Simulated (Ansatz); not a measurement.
The starting structures come from a database of crystals and need not be the phases stable at ambient conditions.

 Where the default PAW files enter, the runs use the earlier of Ansatz's two default sets.

Data:

```
BaTiB2O6
1.0
    6.32543     0.00000     0.00000
    2.25480     7.78943     0.00000
   -2.03531     3.89472     2.53714
Ba Ti B O
1 1 2 6
Direct
  0.00000   0.00000   0.00000
  0.00000   0.50000   0.00000
  0.53448   0.76724   0.00000
  0.46552   0.23276   0.00000
  0.63315   0.65936   0.41362
  0.36685   0.34064   0.58638
  0.21953   0.07298   0.48719
  0.78047   0.92702   0.51281
  0.73234   0.56017   0.09919
  0.26766   0.43983   0.90081
```

Space group of this cell: R-3. The cell is taken as given; by r2SCAN its mean pressure is -4.7 GPa.

Transport runs along the normal of the first two printed cell vectors, the (110) plane of the conventional cell.

No gap correction and no spin-orbit coupling; mid-gap values are interpolated between computed energies.

Task: Compute, with Ansatz (a program for electronic structure) with r2SCAN, the band gap and the smallest decay constant κ at mid-gap.

Result: Gap 2.83 eV on a 12×12×12 mesh; κ = 0.353 1/Å, at the zone centre.
